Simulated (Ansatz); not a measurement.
Abridged Ansatz (a quantum-chemistry and plane-wave program) output:

```
Pseudopotential: Hf, paw, valence charge 26
Pseudopotential: S, paw, valence charge 6
Crystal: 3 atoms, lattice volume = 58.654 Å³
Basis set: ecut = 420 eV, 1105 PW (Γ), exchange–correlation on 48×48×80 points (8 copies of the dense FFT grid, shifted against one another)
Bands: 23, of which v1, the nominal top of the filled ones, is band 19 counted from 1 (18 counted from 0)
Symmetry: 12 space group operations
k-points: 35 of 256
Functional: x = pbe(κ = 0.804, μ = 0.2195149727645171), c = pbe(β = 0.06672455060314922), warm-up for x = pbe(κ = 0.804, μ = 0.2195149727645171) + 0.25 (exact …
SCF iter   1: F=—  HF=-17529.924314 eV  |F-HF|=—  |Δ(HF+E_count)|=         —  Δρ=1.71e-3  dr2=1.18e-3  ethr=1.77e-3  ⟨swp⟩=6.7  Hψ=3301  notcnv=0
SCF iter   2: F=—  HF=-17529.924161 eV  |F-HF|=—  |Δ(HF+E_count)|=   1.53e-4  Δρ=9.90e-4  dr2=5.84e-4  ethr=3.11e-6  ⟨swp⟩=5.1  Hψ=2972  notcnv=0  defer=17
SCF 1 stopped early in 5 iterations: F = -17529.924345 eV  dr2 = 1.90e-6
Crystal: 3 atoms, lattice volume = 58.654 Å³
Functional: x = pbe(κ = 0.804, μ = 0.2195149727645171) + 0.25 (exact − pbe) at short range (hse, ω = 0.20786987370883472 Å⁻¹), c = pbe(β = 0.06672455060314922); HSE06 as pw.x's `hse` composes it (authors' and Libxc's form: `xc: wpbeh`)
SCF iter   1: F=—  HF=-17531.662764 eV  |F-HF|=—  |Δ(HF+E_count)|=         —  Δρ=6.66e-3  dr2=4.91e-2  ethr=4.99e-8  ⟨swp⟩=10.5  Hψ=5090  notcnv=0
SCF iter   2: F=—  HF=-17531.610719 eV  |F-HF|=—  |Δ(HF+E_count)|=   5.20e-2  Δρ=4.27e-3  dr2=2.08e-2  ethr=4.99e-8  ⟨swp⟩=7.4  Hψ=4121  notcnv=0
SCF 2 stopped early in 8 iterations: F = -17531.620403 eV  dr2 = 8.87e-7
Crystal: 3 atoms, lattice volume = 58.654 Å³
SCF iter   1: F=—  HF=-17531.620136 eV  |F-HF|=—  |Δ(HF+E_count)|=         —  Δρ=1.01e-4  dr2=1.01e-5  ethr=1.52e-5  ⟨swp⟩=2.1  Hψ=1615  notcnv=0
SCF iter   2: F=—  HF=-17531.620135 eV  |F-HF|=—  |Δ(HF+E_count)|=   1.40e-6  Δρ=3.27e-5  dr2=6.82e-7  ethr=1.31e-9  ⟨swp⟩=3.5  Hψ=3583  notcnv=0  defer=11
SCF 3 converged in 3 iterations: F = -17531.620136 eV  dr2 = 5.34e-8
Free energy (F): -17531.620136 eV
Internal energy: -17531.620136 eV  (E = F + TS)
E sigma→0 (E₀):  -17531.620136 eV
Fermi energy:    11.724316 eV
```

Question: What was computed, and what are the main results?

Answer: HfS2, 3 atoms in the cell, with HSE06 (Ansatz, PAW, no spin-orbit coupling). The last SCF converged to F = -17531.620136 eV, or -5843.8734 eV per atom. The total energy compares only with runs of the same code, potentials and settings.

Single points use the geometry relaxed with PBEsol-D3(BJ). HSE06 gaps are upper bounds (no full band path). Spin-orbit coupling, missing from the scalar runs, can matter with Hf. Load acts through the strain it causes; cell and atoms are relaxed under it. Stability against distortions was not tested. The cell was made from HfS2 in the CdI2 type structure (space group P-3m1, No. 164; layered, stacked along the Cartesian z axis) by this change: pressure 1.8 GPa.
